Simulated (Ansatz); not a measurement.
**O_N (wurtzite GaN host)**

Calculation: PBE, PAW (plane waves to 420 eV; Ansatz, a quantum-chemistry and plane-wave program). The supercell holds 96 host sites (3×2×2 repeats of the unit cell), with a 2×2×2 shifted k-point sampling for the final energies. Site at the start: the N site. Finite-size correction: monopole term and site-potential alignment. Dielectric constants: PBE linear response of the host. Host gap at this level: 1.71 eV. These values are not converged in cell size to better than tenths of an eV. The semilocal functional narrows the gap, so deep levels can fall outside it. Spin–orbit coupling is left out. Each state is the lowest found from its start.

Formation energies E_f are given with the Fermi level at the valence-band maximum. Chemical conditions: Ga-rich (Δμ(N) = -0.88 eV, Δμ(O) = -3.04 eV, bounded by beta Ga2O3; only phases computed here count, gases as isolated molecules at 0 K); N-rich (Δμ(N) = 0.00 eV, Δμ(O) = -2.45 eV, bounded by beta Ga2O3; only phases computed here count, gases as isolated molecules at 0 K). Reference phases: N: N2 molecule in a box, O: O2 molecule in a box.

| charge | moment (μB) | largest move off a lattice site (Å) | image correction with alignment (eV) | E_f, Ga-rich (eV) | E_f, N-rich (eV) |
|---|---|---|---|---|---|
| +1 | not spin-polarised | 0.10 | 0.16 | -1.22 | -0.92 |
| 0* | quenched | 0.09 | – | – | – |
| −1* | not spin-polarised | 0.08 | – | – | – |

* At this level the carrier isn't localised at the defect: at charge 0 electrons occupy the conduction band; at charge −1 electrons occupy the conduction band. Such a state is shallow or no state of the defect, and this cell gives it no level.

Starting moments that weren't kept: charge 0 began with 1 μB and ended with 0.0.

No other site or start that was run ended lower by more than 0.1 eV.

Flagged in the runs: a doubtful potential alignment, a host whose relaxation on this sampling wasn't shown to rest.
